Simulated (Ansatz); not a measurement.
Defect migration in rock-salt TiC: Cu-vacancy pair (Cu on one host Ti site, one Ti site vacant), neutral cell. Computed with PBE, PAW (plane waves to 420 eV; Ansatz, a quantum-chemistry and plane-wave program).

64-site cell at the relaxed PBE lattice, a 3×3×3 k-point mesh shifted by half a step, smearing 0.10 eV, spin-restricted, no finite-size correction. Energies are static. Forms of the defect that were not tried may lie lower. The start lies 0.41 eV above the lowest site run (PBE).

Barriers: single points on a 4×4×4 k-point mesh shifted by half a step at the bands' geometries.

Relaxed starting cell (atoms counted from 1):

```
CELL_PARAMETERS angstrom
      8.66605     0.00000     0.00000
      0.00000     8.66605     0.00000
      0.00000     0.00000     8.66605
ATOMIC_POSITIONS crystal
  Cu 0.99980 0.00772 0.00856
  Ti 0.99977 0.00227 0.49747
  Ti 0.99977 0.49663 0.00311
  Ti 0.99978 0.49777 0.49862
  Ti 0.49978 0.00016 0.00101
  Ti 0.49978 0.00029 0.50013
  Ti 0.49978 0.49929 0.00113
  Ti 0.49977 0.49961 0.50045
  C  0.25098 0.00099 0.00183
  C  0.24910 0.00075 0.50005
  C  0.24909 0.49922 0.00160
  C  0.24901 0.49932 0.50017
  C  0.74858 0.00099 0.00184
  C  0.75045 0.00076 0.50006
  C  0.75045 0.49922 0.00160
  C  0.75054 0.49933 0.50017
  Ti 0.99978 0.24850 0.75049
  Ti 0.99978 0.74965 0.24934
  Ti 0.99978 0.75046 0.75130
  Ti 0.49978 0.25005 0.25089
  Ti 0.49978 0.24986 0.75119
  Ti 0.49977 0.75034 0.25070
  Ti 0.49978 0.75020 0.75104
  C  0.25481 0.24907 0.24991
  C  0.24906 0.24900 0.75131
  C  0.24906 0.75046 0.24985
  C  0.24890 0.75040 0.75125
  C  0.74473 0.24908 0.24992
  C  0.75049 0.24901 0.75131
  C  0.75049 0.75047 0.24985
  C  0.75064 0.75040 0.75124
  Ti 0.24678 0.00224 0.24966
  Ti 0.24851 0.00019 0.75105
  Ti 0.24774 0.49824 0.25089
  Ti 0.24927 0.49962 0.75101
  Ti 0.75278 0.00224 0.24966
  Ti 0.75105 0.00019 0.75105
  Ti 0.75181 0.49824 0.25089
  Ti 0.75028 0.49962 0.75101
  C  0.99978 0.99459 0.25411
  C  0.99977 0.99952 0.74819
  C  0.99978 0.50710 0.25182
  C  0.99978 0.49977 0.75162
  C  0.49978 0.99987 0.25102
  C  0.49977 0.99999 0.75101
  C  0.49977 0.49995 0.25080
  C  0.49977 0.49964 0.75112
  Ti 0.24678 0.24882 0.00308
  Ti 0.24774 0.25005 0.49908
  Ti 0.24851 0.75021 0.00103
  Ti 0.24927 0.75017 0.50046
  Ti 0.75278 0.24882 0.00308
  Ti 0.75181 0.25005 0.49908
  Ti 0.75105 0.75021 0.00103
  Ti 0.75029 0.75017 0.50046
  C  0.99977 0.25327 0.99543
  C  0.99978 0.25098 0.50794
  C  0.99977 0.74734 0.00036
  C  0.99978 0.75078 0.50061
  C  0.49978 0.25018 0.00071
  C  0.49977 0.24996 0.50079
  C  0.49977 0.75017 0.00083
  C  0.49977 0.75028 0.50048
```

End state 1 differs by these moves (Å; atoms that move under 0.08 Å are left out):

```
atom  element    Δx    Δy    Δz
----  -------  ----  ----  ----
1          Cu  0.00  2.03  2.03
```

Problem. What forward and backward barriers to end state 1 does PBE, PAW give?

Solution. forward 1.27 eV, backward 1.27 eV; at the saddle point atom 1 has neighbours 2 C at 1.80 Å. The saddle point's order was not checked, and it lies on a symmetry element of the cell, where a band can be held.

End state 2 differs by these moves (Å; atoms that move under 0.08 Å are left out):

```tsv
atom	element	Δx	Δy	Δz
1	Cu	0.07	-0.07	0.00
32	Ti	-2.12	2.12	0.00
```

Problem. Estimate the forward and backward barriers to end state 2 that PBE, PAW returns for this input.

Solution. forward 4.18 eV, backward 4.18 eV; at the saddle point atom 32 has neighbours C at 1.88, C at 1.96, 2 C at 2.14 Å. The saddle point's order was not checked, and it lies on a symmetry element of the cell, where a band can be held.

End state 3 differs by these moves (Å; atoms that move under 0.08 Å are left out):

| atom | element | Δx | Δy | Δz |
|---|---|---|---|---|
| 1 | Cu | 0.00 | -0.07 | -0.07 |
| 3 | Ti | 0.00 | -2.12 | 2.12 |

Problem. Predict the forward and backward barriers to end state 3 from PBE, PAW.

Solution. forward 4.61 eV, backward 5.01 eV; at the saddle point atom 3 has neighbours 2 C at 1.90 Å. The saddle point's order was not checked, and it lies on a symmetry element of the cell, where a band can be held.
